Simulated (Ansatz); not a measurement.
Take TaN in the rock salt structure (space group Fm-3m, No. 225; a = 4.3746 Å) as the base.

Perturbation: full substitution Ta → Y; the structure is relaxed again.

Levels (all Ansatz, an electronic-structure program, PAW, earlier PAW set): PBEsol (420 eV, scalar-relativistic without spin-orbit coupling); HSE06+SOC (420 eV, spin-orbit coupling included).

The geometry is relaxed with PBEsol.

```
Quantity                                   Result
----------------------------  -------------------
PBEsol valence-band top at Γ  0.00, 0.00, 0.00 eV
PBEsol band gap                           0.07 eV
```

With HSE06+SOC at the same geometry, the valence-band top at Γ (three highest Kramers pairs, from the VBM) goes from 0.00, 0.00, 0.00 eV to 0.00, 0.00, -0.07 eV; the band gap goes up by 0.952 eV to 1.03 eV. The threefold valence maximum splits by Δso ≈ 0.07 eV.

Single points use the geometry relaxed with PBEsol. The hybrid gap comes from the SCF mesh plus the semilocal run's edge points and a few special points and is an upper bound. Differences between runs with and without spin-orbit coupling are approximate. No phonon test of stability was made. The runs without spin-orbit coupling are not spin-polarised. This is not the structure that TaN has at room temperature and ambient pressure. The zero or small gap of YN can change with the level of theory.
